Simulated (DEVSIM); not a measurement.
## Si p+/n-/n+ power diode

Device: Si p+/n-/n+ power diode, at 300 K.

```
layer (left to right)  material  thickness (μm)  Nd (cm⁻³)  Na (cm⁻³)   τn (s)   τp (s)
---------------------  --------  --------------  ---------  ---------  -------  -------
1                            Si            1.20          -     5.6e18  0.00068  0.00068
2                            Si            9.20     6.5e14          -  0.00068  0.00068
3                            Si            2.80     1.6e18          -  0.00068  0.00068
```

Left contact: ohmic. Right contact: ohmic. Voltage is applied to the left contact. Recombination: SRH at mid-gap, Auger. Mobility is μmin + (μ − μmin)/(1 + (N/Nref)^α).

This is a model device: material constants are rounded textbook-type values typed into the input, and sizes, dopings and lifetimes were drawn at random. Values at 300 K.

| parameter | Si |
|---|---|
| gap (eV) | 1.124 |
| affinity (eV) | 4.05 |
| permittivity | 11.7 |
| Nc (cm⁻³) | 2.86e19 |
| Nv (cm⁻³) | 3.1e19 |
| μn (cm²/Vs) | 1417 |
| μp (cm²/Vs) | 470 |
| μn,min | 52 |
| μp,min | 45 |
| Nref,n | 9.7e16 |
| Nref,p | 2.2e17 |
| αn | 0.68 |
| αp | 0.72 |
| Cn (cm⁶/s) | 2.8e-31 |
| Cp (cm⁶/s) | 9.9e-32 |

Model (solved in DEVSIM): 1D drift-diffusion, Boltzmann statistics, complete ionisation; no tunnelling, impact ionisation, image-force lowering or self-heating.

```yaml
potential_step_across_the_device_at_zero_bias: 1.005 V
Dark forward voltage at 1 A/cm²: 0.752 V
Dark forward voltage at 100 A/cm²: 0.874 V
```

Small-signal capacitance in reverse bias (quasi-static):

```json
[
 {"V (V)": "-2", "C (nF/cm²)": "4.51"},
 {"V (V)": "-5", "C (nF/cm²)": "3.09"},
 {"V (V)": "-10", "C (nF/cm²)": "2.25"},
 {"V (V)": "-15", "C (nF/cm²)": "1.85"},
 {"V (V)": "-20", "C (nF/cm²)": "1.61"},
 {"V (V)": "-30", "C (nF/cm²)": "1.33"},
 {"V (V)": "-40", "C (nF/cm²)": "1.16"},
 {"V (V)": "-50", "C (nF/cm²)": "1.13"},
 {"V (V)": "-65", "C (nF/cm²)": "1.13"},
 {"V (V)": "-80", "C (nF/cm²)": "1.13"},
 {"V (V)": "-100", "C (nF/cm²)": "1.13"}
]
```

Dark forward current:

| V (V) | J (A/cm²) |
|---|---|
| 0.05 | 3.0e-11 |
| 0.10 | 1.1e-10 |
| 0.15 | 3.9e-10 |
| 0.20 | 1.5e-9 |
| 0.25 | 6.8e-9 |
| 0.30 | 3.7e-8 |
| 0.35 | 2.3e-7 |
| 0.40 | 1.5e-6 |
| 0.45 | 1.0e-5 |
| 0.50 | 6.7e-5 |
| 0.55 | 0.00044 |
| 0.60 | 0.0029 |
| 0.65 | 0.020 |
| 0.70 | 0.13 |
| 0.75 | 0.92 |
| 0.80 | 6.3 |
| 0.85 | 42 |
| 0.90 | 260 |
| 0.95 | 1400 |
| 1.00 | 5100 |
